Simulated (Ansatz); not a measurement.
Inside the gap of an insulator the Bloch states are evanescent, with a wavenumber k + iκ along the transport direction.

Input:

```xyz
4
Lattice="3.8058 0.0000 0.0000 0.0000 6.2380 0.0000 1.9029 0.0000 3.2959" Properties=species:S:1:pos:R:3 pbc="T T T"
Zn     1.9029     6.2371     1.0986
Zn     3.8058     3.1181     2.1973
S      1.9029     3.8996     1.0986
S      3.8058     0.7806     2.1973
```

The cell is taken as given.

Transport runs along the normal of the first two printed cell vectors, the (100) plane of the conventional cell.

The gap is the functional's own, uncorrected, and κ follows it; spin-orbit coupling is left out. Mid-gap means the computed energy nearest the middle.

Task: Predict the band gap and the smallest decay constant κ at mid-gap from Ansatz (a quantum-chemistry and plane-wave program) with r2SCAN.

Result: Gap 2.79 eV on a 10×6×10 mesh; κ = 0.187 1/Å, at the zone centre.
